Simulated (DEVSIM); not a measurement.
Structure: Schottky contact on n-type Si, at 350 K.

```
layer (left to right)  material  thickness (μm)  Nd (cm⁻³)  τn (s)  τp (s)
---------------------  --------  --------------  ---------  ------  ------
1                            Si            8.10     1.1e17  1.5e-6  1.5e-6
2                            Si            4.20     7.9e17  1.5e-6  1.5e-6
```

Left contact: Schottky, work function 4.64 eV, emission velocity 4.9e6 cm/s. Right contact: ohmic. Voltage is applied to the left contact. Recombination: SRH at mid-gap, radiative. Mobility is constant in doping.

Constants are typed, rounded textbook-type inputs, not results; the design itself was drawn at random and stands for no fabricated device. Values at 300 K; Nc and Nv go as T^1.5, mobilities as T to minus their exponent, the gap by Varshni's rule with the affinity fixed.

```tsv
parameter	Si
gap (eV)	1.124
affinity (eV)	4.05
permittivity	11.7
Nc (cm⁻³)	2.86e19
Nv (cm⁻³)	3.1e19
μn (cm²/Vs)	1417
μp (cm²/Vs)	470
T exponent of μn	2.3
T exponent of μp	2.2
B (cm³/s)	4.7e-15
Varshni α (eV/K)	0.000473
Varshni β (K)	636
```

Model (solved in DEVSIM): 1D drift-diffusion, Boltzmann statistics, complete ionisation; no tunnelling, impact ionisation, image-force lowering or self-heating. Metal contacts follow the ideal Schottky-Mott rule: no Fermi-level pinning, no interface dipoles.

Q: Give the dark forward current.

A: 
(V (V), J (A/cm²)): (0.05, 0.37); (0.10, 2.3); (0.15, 12); (0.20, 58); (0.25, 230); (0.30, 620); (0.35, 1200); (0.40, 1900); (0.45, 2700)
